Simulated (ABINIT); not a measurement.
ABINIT run on VCu3O4 (I-42m, 8 atoms in the cell): self-consistent single point

Method: LDA (PW92), PAW (JTH v2.0 LDA PAW) (plane waves; ABINIT).

Input as run:

```
# VCu3O4, JTH v2.0 LDA PAW
pp_dirpath "./"
pseudos "V.LDA_PW-JTH.xml, Cu.LDA_PW-JTH.xml, O.LDA_PW-JTH.xml"
acell 5.6046929079 5.6046929079 5.6046929079 Angstrom
rprim
        -0.4125762175    0.4125762175    0.8121340589
         0.4125762175   -0.4125762175    0.8121340589
         0.4125762175    0.4125762175   -0.8121340589
natom 8
ntypat 3
znucl 23 29 8
typat 1 2 2 2 3 3 3 3
xcart
         0.0000000000    0.0000000000    0.0000000000
         2.3123630000   -0.0000000000    2.2758810000
         0.0000000000    2.3123630000    2.2758810000
         0.0000000000   -0.0000000000    4.5517620000
         1.2668974404   -1.2668974404    3.5096816077
         1.0454655596    1.0454655596    1.0420803923
        -1.2668974404    1.2668974404    3.5096816077
         1.2668974404    1.2668974404    5.5938423923
      Angstrom
ecut 60 Ry
pawecutdg 120 Ry
pawovlp -1
pawxcdev 0
ixc 7
occopt 7
tsmear 0.00499791
nband 59
kptopt 1
ngkpt 5 5 5
nshiftk 1
shiftk 0 0 0
nstep 80
tolvrs 1.0e-11
prtwf 0
prtden 0
prtvol 1
enunit 1
```

The program printed (abridged):

```
 Symmetries : space group I-4 2 m (#121); Bravais tI (body-center tetrag.)

 -outvars: echo values of preprocessed input variables --------
            acell      1.0591334655E+01  1.0591334655E+01  1.0591334655E+01 Bohr
             ecut      3.00000000E+01 Hartree
           enunit           1
              ixc           7
         kptrlatt        5    0    0      0    5    0      0    0    5
          kptrlen      4.36973279E+01
            natom           8
            nband          59
            ngfft          54      54      54
          ngfftdg          75      75      75
             nkpt          18
            nstep          80
             nsym           8
           ntypat           3
           occopt           7
        pawecutdg      6.00000000E+01 Hartree
          pawovlp     -1.0000000000E+00
         pawxcdev           0
            rprim     -4.1257621750E-01  4.1257621750E-01  8.1213405890E-01
                       4.1257621750E-01 -4.1257621750E-01  8.1213405890E-01
                       4.1257621750E-01  4.1257621750E-01 -8.1213405890E-01
          spgroup         121
           tolvrs      1.00000000E-11
           tsmear      4.99791000E-03 Hartree
            typat      1  2  2  2  3  3  3  3
           useylm           1
             xred      0.0000000000E+00  0.0000000000E+00  0.0000000000E+00
                       2.5000000000E-01  7.5000000000E-01  5.0000000000E-01
                       7.5000000000E-01  2.5000000000E-01  5.0000000000E-01
                       5.0000000000E-01  5.0000000000E-01  0.0000000000E+00
                       1.1159000002E-01  6.5946999998E-01  0.0000000000E+00
                       3.4053000002E-01  3.4053000002E-01  4.5212000004E-01
                       6.5946999998E-01  1.1159000002E-01  0.0000000000E+00
                       8.8840999998E-01  8.8840999998E-01  5.4787999996E-01
            znucl       23.00000   29.00000    8.00000

== DATASET  1 ==================================================================

 Exchange-correlation functional for the present dataset will be:
  LDA: Perdew-Wang 92 LSD fit to Ceperley-Alder data - ixc=7
 Citation for XC functional:
  J.P.Perdew and Y.Wang, PRB 45, 13244 (1992)

 Real(R)+Recip(G) space primitive vectors, cartesian coordinates (Bohr,Bohr^-1):
 R(1)= -4.3697328  4.3697328  8.6015836  G(1)=  0.0000000  0.1144235  0.0581288
 R(2)=  4.3697328 -4.3697328  8.6015836  G(2)=  0.1144235  0.0000000  0.0581288
 R(3)=  4.3697328  4.3697328 -8.6015836  G(3)=  0.1144235  0.1144235  0.0000000
 Unit cell volume ucvol=  6.5697398E+02 bohr^3
 Angles (23,13,12)=  1.31266456E+02  1.31266456E+02  7.13900763E+01 degrees

 Coarse grid specifications (used for wave-functions):

 getcut: wavevector=  0.0000  0.0000  0.0000  ngfft=  54  54  54
         ecut(hartree)=     30.000   => boxcut(ratio)=   2.06807

 Fine grid specifications (used for densities):

 getcut: wavevector=  0.0000  0.0000  0.0000  ngfft=  75  75  75
         ecut(hartree)=     60.000   => boxcut(ratio)=   2.00427

   1.39959078E+04                                ecore*ucvol(ha*bohr**3)

_setup2: Arith. and geom. avg. npw (full set) are    5155.544    5155.537

--- !BeginCycle
solver: {iscf: 17, nstep: 80, nline: 4, wfoptalg: 10, }
tolerances: {tolvrs: 1.00E-11, }
...

     iter   Etot(hartree)      deltaE(h)  residm     nres2
 ETOT  1  -725.33586417269    -7.253E+02 3.589E+00 7.388E+02
 ETOT  2  -734.63784300874    -9.302E+00 2.494E-01 1.669E+03
 ETOT  3  -731.76551346007     2.872E+00 2.227E-01 5.046E+02
 ETOT  4  -731.34111210648     4.244E-01 8.416E-02 2.020E+02
 ETOT  5  -731.18404550184     1.571E-01 3.641E-02 1.057E+02
 ETOT  6  -731.09554327206     8.850E-02 2.810E-02 5.578E+01
   [... 18 lines left out ...]
 ETOT 25  -731.09292597607     2.160E-12 6.764E-06 7.805E-09
 ETOT 26  -731.09292597607     7.162E-12 1.573E-05 3.940E-10
 ETOT 27  -731.09292597607    -6.025E-12 3.902E-06 5.017E-11
 ETOT 28  -731.09292597607     7.503E-12 9.146E-06 3.834E-11
 ETOT 29  -731.09292597607    -3.411E-12 2.247E-06 4.411E-12

 At SCF step   29       nres2   =  4.41E-12 < tolvrs=  1.00E-11 =>converged.

 Cartesian components of stress tensor (hartree/bohr^3)
  sigma(1 1)=  5.63189022E-04  sigma(3 2)=  0.00000000E+00
  sigma(2 2)=  5.63189022E-04  sigma(3 1)=  0.00000000E+00
  sigma(3 3)=  5.53174918E-04  sigma(2 1)=  0.00000000E+00

 ----iterations are completed or convergence reached----

 reduced coordinates (array xred) for    8 atoms
       0.000000000000      0.000000000000      0.000000000000
       0.250000000000      0.750000000000      0.500000000000
       0.750000000000      0.250000000000      0.500000000000
       0.500000000000      0.500000000000      0.000000000000
       0.111590000018      0.659469999976      0.000000000000
       0.340530000024      0.340530000024      0.452120000042
       0.659469999976      0.111590000018      0.000000000000
       0.888409999982      0.888409999982      0.547879999958
 cartesian forces (eV/Angstrom) at end:
    1     -0.00000000000000    -0.00000000000000    -0.00000000000000
    2     -0.00000000000000    -0.00000000000000    -0.00000000000000
    3     -0.00000000000000    -0.00000000000000    -0.00000000000000
    4     -0.00000000000000    -0.00000000000000    -0.00000000000000
    5      0.40408535741789    -0.40408535741789     0.39943650703621
    6     -0.40408535741789    -0.40408535741789    -0.39943650703621
    7     -0.40408535741789     0.40408535741789     0.39943650703621
    8      0.40408535741789     0.40408535741789    -0.39943650703621
 frms,max,avg= 2.8463997E-01 4.0408536E-01   0.000E+00  0.000E+00  0.000E+00 e/A
 length scales= 10.591334654857 10.591334654857 10.591334654857 bohr
              =  5.604692907900  5.604692907900  5.604692907900 angstroms
 Fermi (or HOMO) energy (eV) =   4.71704   Average Vxc (eV)= -10.92568
 Eigenvalues (   eV  ) for nkpt=  18  k points:
 kpt#   1, nband= 59, wtk=  0.00800, kpt=  0.0000  0.0000  0.0000 (reduced coord)
-105.86971 -105.86952 -105.80428  -63.74543  -63.74543  -63.74294  -63.74294  -63.74292
 -63.69114  -63.69067  -63.62263  -63.62263  -60.34474  -34.58354  -34.57010  -34.57010
 -14.61186  -13.79631  -13.79631  -13.79270   -1.96180   -1.60191   -1.04506   -0.94294
  -0.94294   -0.93243   -0.69437   -0.66227   -0.06753   -0.06753    0.21011    0.21011
   2.75333    2.75333    2.83378    3.03688    3.11361    3.18424    3.27732    3.37552
   3.49361    3.62030    3.73808    3.73808    4.04056    4.04056    4.46910    4.70921
   5.22800    5.78147    7.04162    7.04162    7.13672   10.04647   11.70975   11.70975
  12.26451   12.44094   14.23475
 prteigrs : prtvol=0 or 1, do not print more k-points.

--- !EnergyTerms
comment             : Components of total free energy in Hartree
kinetic             :  7.29525644806683E+01
hartree             :  1.99661795905908E+02
xc                  : -2.32597429977271E+01
Ewald energy        : -4.04968444689165E+02
psp_core            :  2.13035953368827E+01
local_psp           : -5.07872369955567E+02
spherical_terms     : -8.89102351979213E+01
internal            : -7.31092837116921E+02
'-kT*entropy'       : -8.91066108465846E-05
total_energy        : -7.31092926223532E+02
total_energy_eV     : -1.98940502527992E+04
...

-Cartesian components of stress tensor (GPa)         [Pressure= -1.6471E+01 GPa]
- sigma(1 1)=  1.65695903E+01  sigma(3 2)=  0.00000000E+00
- sigma(2 2)=  1.65695903E+01  sigma(3 1)=  0.00000000E+00
- sigma(3 3)=  1.62749652E+01  sigma(2 1)=  0.00000000E+00

 Calculation completed.
```

The run converged in 29 iterations.

The starting cell comes from a database of computed structures (which also holds hypothetical and non-ambient phases and stackings), without a prior relaxation at this level. Its lattice was rescaled by a random factor within 2.5 % of one. Spin polarisation is off, so a magnetic state, if there is one, cannot be reached. With a pressure of about -16 GPa the cell is away from its equilibrium volume at this level.

Cost on one core of a shared machine: roughly 8 min.
